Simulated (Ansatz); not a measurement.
# WS2: pressure series

The parent structure is WS2 in the 2H-MoS2 type structure (space group P6_3/mmc, No. 194; a = 3.154 Å, c = 12.137 Å; layered, stacked along the Cartesian z axis).

Cell and atoms are relaxed at each pressure.

Levels (all Ansatz, a first-principles code, PAW): PBE-D3(BJ) (420 eV, spin-orbit coupling left out); PBEsol-D3(BJ) (420 eV, scalar-relativistic without spin-orbit coupling).

The base cell above is that of PBE-D3(BJ); each level relaxes its own structures.

```tsv
case	band gap, PBE-D3(BJ)	band gap, PBEsol-D3(BJ)
pressure −2 GPa	1.13 eV	0.81 eV
pressure −1 GPa	0.98 eV	0.72 eV
pressure 1.8 GPa	0.76 eV	0.55 eV
pressure 4.2 GPa	0.64 eV	0.44 eV
pressure 9 GPa	0.45 eV	0.26 eV
pressure 18 GPa	0.17 eV	zero
pressure 30 GPa	zero	zero
pressure 45 GPa	zero	zero
pressure 60 GPa	zero	zero
```

The two levels differ by at most about 0.32 eV. Near ties aside, they put the cases in the same order.

A case with no gap was solved on a k-mesh chosen for an insulator, which is coarse for it. Spin-orbit coupling, missing from the scalar runs, can matter with W. Load acts through the strain it causes; cell and atoms are relaxed under it. No phonon test of stability was made. Competing high-pressure phases were not computed. All final runs are without spin polarisation. The zero or small gap of WS2 under pressure 9 GPa, WS2 under pressure 18 GPa, WS2 under pressure 30 GPa and WS2 under pressure 45 GPa can change with the level of theory.
